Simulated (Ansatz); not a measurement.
Seebeck coefficient (μV/K, mean over directions) of p-type CuI (P4/nmm) against carrier density, r2SCAN+D4 with spin-orbit coupling, rigid bands (Ansatz, a quantum-chemistry and plane-wave program). Computed gap 1.89 eV; densities at which minority carriers matter at this gap, or further valleys turn the trend, are left out. Conductivity mass 0.69 mₑ (harmonic mean over directions), N_v = 1.4e19 cm⁻³ at 300 K.

```json
[
 {"hole density": "1e16 cm⁻³", "300 K": "…", "500 K": "928"},
 {"hole density": "1e17 cm⁻³", "300 K": "635", "500 K": "729"},
 {"hole density": "1e18 cm⁻³", "300 K": "438", "500 K": "531"},
 {"hole density": "3e18 cm⁻³", "300 K": "345", "500 K": "438"},
 {"hole density": "1e19 cm⁻³", "300 K": "248", "500 K": "337"},
 {"hole density": "3e19 cm⁻³", "300 K": "169", "500 K": "251"},
 {"hole density": "1e20 cm⁻³", "300 K": "107", "500 K": "…"},
 {"hole density": "3e20 cm⁻³", "300 K": "75", "500 K": "121"},
 {"hole density": "1e21 cm⁻³", "300 K": "…", "500 K": "79"}
]
```

Problem. What belongs in the gaps?

Solution. 
- 1e16 cm⁻³, 300 K: 834
- 1e20 cm⁻³, 500 K: 173
- 1e21 cm⁻³, 300 K: 49

Rigid bands with a gap fixed in temperature, one relaxation time for all states, no polarons or phonon drag, and whether or not such doping can be reached. Geometry: cell and atoms relaxed with r2SCAN+D4.

Computed structure with no diffraction record at hand here (it may be known, metastable or hypothetical): CuI (P4/nmm).
